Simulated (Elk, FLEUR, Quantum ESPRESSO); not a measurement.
## Er (P6_3/mmc, 2 atoms in the cell) computed with different codes at matched settings

Self-consistent single point, at a second geometry (lattice scaled by 0.98). First geometry:

```
CELL_PARAMETERS angstrom
      3.53862     0.00000     0.00000
     -1.76931     3.06453     0.00000
      0.00000     0.00000     5.43042
ATOMIC_POSITIONS crystal
  Er 0.33333 0.66667 0.25000
  Er 0.66667 0.33333 0.75000
```
Moments meant for the start (each program seeds them in its own way; μB, in the order of the atoms Er Er): 3.0 3.0.

Shared settings, as Quantum ESPRESSO writes them: occupations = smearing; smearing = fd; degauss = 0.0099958 Ry; nspin = 2; K_POINTS = automatic 11 11 6 0 0 0. Potentials and cutoffs stand in the table.

```json
[
 {"code": "Quantum ESPRESSO", "model": "PBE, SSSP 1.1.2 efficiency (PBE) pseudopotentials", "ΔF from the first geometry (meV/atom)": "51.2", "size of the net moment (μB/atom)": "2.36", "cutoff": "50 Ry"},
 {"code": "FLEUR", "model": "PBE, all-electron FLAPW (FLEUR), scalar-relativistic valence", "ΔF from the first geometry (meV/atom)": "58.4", "size of the net moment (μB/atom)": "2.32", "cutoff": "Kmax 3.8 1/bohr"},
 {"code": "Elk", "model": "PBE, all-electron FP-LAPW, Elk's shipped species files, APW+lo basis with extra local orbitals", "ΔF from the first geometry (meV/atom)": "69.3", "size of the net moment (μB/atom)": "2.39", "cutoff": "rgkmax 7.5"}
]
```

On Quantum ESPRESSO's run: spin-orbit coupling is off. The magnetic order is the one reached from the typed start; others were not searched systematically. With U or open f shells several self-consistent states can exist. The f electrons are in the valence without U or exact exchange, which can misplace them near the Fermi level. Spin-orbit terms, which matter for f shells, are left out.

The spread over the programs that give each value: ΔF from the first geometry within 18.1 meV/atom; size of the net moment within 0.07 μB/atom.

FLEUR and Elk treat all electrons, but the usual bases taken here (sphere radii, linearisation, local orbitals, empty states) were not tested for convergence, so the values are no reference for the others.

The starting cell comes from a database of computed structures (which also holds hypothetical and non-ambient phases and stackings), without a prior relaxation at this level. Its lattice was rescaled by a random factor within 2.5 % of one. For this run, on top of that: lattice scaled by 0.98.

Left out of this page: Ansatz (with a known weakness of the program).
